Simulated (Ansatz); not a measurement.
CsCl-type NiAl was calculated with r²SCAN50 (PAW; Ansatz, a program for electronic structure).

Run with plane-wave cutoff 520 eV, 10×10×10 k mesh, Fermi–Dirac smearing 0.05 eV, no spin polarisation, scalar-relativistic PAW data made under PBE.

The volume scan:

| V (Å³/atom) | E − E_lowest (meV/atom) | P (GPa) |
|---|---|---|
| 10.771 | 18.33 | 10.87 |
| 11.055 | 4.33 | 5.07 |
| 11.294 | 0.00 | 0.74 |
| 11.622 | 3.89 | -4.44 |
| 11.775 | 9.15 | -6.61 |
| 11.905 | 15.18 | -8.32 |

**Question.** Fit the third-order Birch–Murnaghan equation and give B0 and B′.

**Answer.** V0 = 11.339 Å³/atom, B0 = 189 GPa, B′ = 4.4 (fit to the energies at full precision).

Measured, for comparison: bulk modulus 156 GPa (room temperature, not corrected to a static lattice; as tabulated in Yamada et al. (2019), arXiv:1910.09660); equilibrium volume per atom 11.97 Å³/atom (extrapolated to 0 K, zero-point anharmonic expansion removed (Haas, Tran, Blaha 2009); as tabulated in Levämäki et al. (2014), arXiv:1402.3671). Computed (rounded) less measured: bulk modulus +21 %, equilibrium volume per atom -5.3 %.

Note: the run has no spin polarisation, so it can have missed a magnetic state.

Computed values are for the static lattice.

The result took roughly 25 core-minutes.
